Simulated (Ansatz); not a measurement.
Worked calculations on one periodic cell of amorphous Ta18O40: Ta18O40, 58 atoms, volume 881.9 Å³, made by a melt-quench on the CHGNet potential and relaxed with DFT. O atoms were pushed apart under 1.9 Å during the dynamics, to hinder bonds among them. It is a model cell: composition and starting density were chosen by hand, and all elements were melted together. Cycles of charging were run to anneal it. Level of theory: PBE, scalar-relativistic without spin-orbit coupling (plane waves to 420 eV, PAW; Ansatz, a first-principles code). Sampling: a 2×2×2 Γ-centred mesh; Fermi-Dirac width 0.02 eV; no spin polarisation. Its volume was relaxed, its shape was held as a cube, and it stands at a mean pressure of 0.1 GPa with stress components up to 1.6 GPa; the relaxation ran on the zone centre alone. Its density went from a set 7.41 to 7.34 g/cm³. The cell is small and was quenched far faster than a real film, so it is one sample of the glass.

Problem. Count formal charges (Ta +5, O -2). What does the count lead one to expect at the Fermi level, and what does the calculation give?

Solution. 18 × (+5) + 40 × (-2) = +10. 10 electrons are left on cation states, in cation-cation bonds, defect levels or the conduction band. On this mesh the highest filled and lowest empty level lie 0.60 eV apart, which parts defect or band states and needn't be the band gap.

The cell was scaled and its atoms relaxed again at each volume (the zone centre alone): 855.5 Å³, 2.11 GPa; 881.9 Å³, 0.05 GPa; 934.8 Å³, -3.34 GPa.

Problem. Estimate the bulk modulus over this range from B = −dP/d ln V.

Solution. Between the ends: −(-3.34 − 2.11) / ln(934.8/855.5) = 61 GPa, a mean over the range at 0 K with the atoms relaxed.
